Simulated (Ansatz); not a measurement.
Base system: NbRu (space group P2/m, No. 10; a hypothetical phase, not in the database extracts checked).

```xyz
6
Lattice="4.5572 0.0000 0.0000 0.0000 3.0361 0.0000 -1.5402 0.0000 6.7052" Properties=species:S:1:pos:R:3 pbc="T T T"
Nb     2.6491     0.0000     2.1685
Nb     0.3679     0.0000     4.5367
Nb     0.0000     0.0000     0.0000
Ru     2.2786     1.5181     0.0000
Ru     0.4022     1.5181     2.3327
Ru     2.6148     1.5181     4.3725
```

Cartesian axes are those of the cell as printed.

Method: Ansatz (a quantum-chemistry and plane-wave program), PBEsol, PAW, cutoff 420 eV, no spin-orbit coupling.

Before the change:

```
Item                             Value
-----------------------------  -------
Shortest interatomic distance  2.673 Å
```

Perturbation: tensor shear ε_xz = +2.58 % (engineering shear γ = 0.0516), atoms relaxed at fixed cell.

Q: Predict the new largest internal atomic displacement, energy relative to the base and shortest interatomic distance.

A: The largest internal atomic displacement amounts to 0.017 Å; the energy rises by 8.6 meV/atom; the shortest interatomic distance shrinks by 0.0034 Å (2.673 Å → 2.669 Å).

Without a gap, meshes like the base's 11×15×7 leave anisotropic stresses uncertain by several tenths of a GPa, and small strain energies with them. The cells carry an imposed strain or load. No phonon test of stability was made. All final runs are without spin polarisation. An odd electron count without spin: NbRu.
